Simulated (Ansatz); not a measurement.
```
CELL_PARAMETERS angstrom
     11.00000     0.00000     0.00000
      0.00000    11.00000     0.00000
      0.00000     0.00000     5.76081
ATOMIC_POSITIONS crystal
  Na 0.50000 0.50000 0.00000
  I  0.50000 0.50000 0.50000
```

Levels: PBE (plane waves to 420 eV, PAW; Ansatz, an electronic-structure program); PBE with spin-orbit coupling run with Ansatz; r2SCAN (plane waves to 500 eV, PAW; Ansatz); HSE06 in Ansatz. Unmarked values and the geometry are of the first. Mesh 1×1×52. No spin polarisation. Periodic along z alone, with about 11 Å of vacuum beside it. A hypothetical model. It keeps the symmetry and period of its start, so it need not be a minimum against all distortions. Pairing along the axis, which can open a gap, is among the distortions not tried. Values not marked SOC lack spin–orbit coupling. HSE06 ran on a 1×1×3 mesh and at PBE's edge points. Buckling under compression is shut out by symmetry and the short period.

Q: Give the properties of this body.

A: 
```
Item                                                                                            Value
---------------------------------------------------------  ------------------------------------------
PBE gap                                                    3.99 eV, indirect, from the zone edge to Γ
electron mass along the axis (PBE)                                                            0.41 mₑ
hole mass along the axis (PBE)                                                                  10 mₑ
valence and conduction edges under the vacuum level (PBE)                            5.90 and 1.91 eV
PBE+SOC gap at this geometry                                                                  3.71 eV
r2SCAN gap at this geometry                                                                   4.88 eV
HSE06 gap at this geometry                                                                    4.97 eV
axial stiffness dF/dε                                                                           12 nN
```
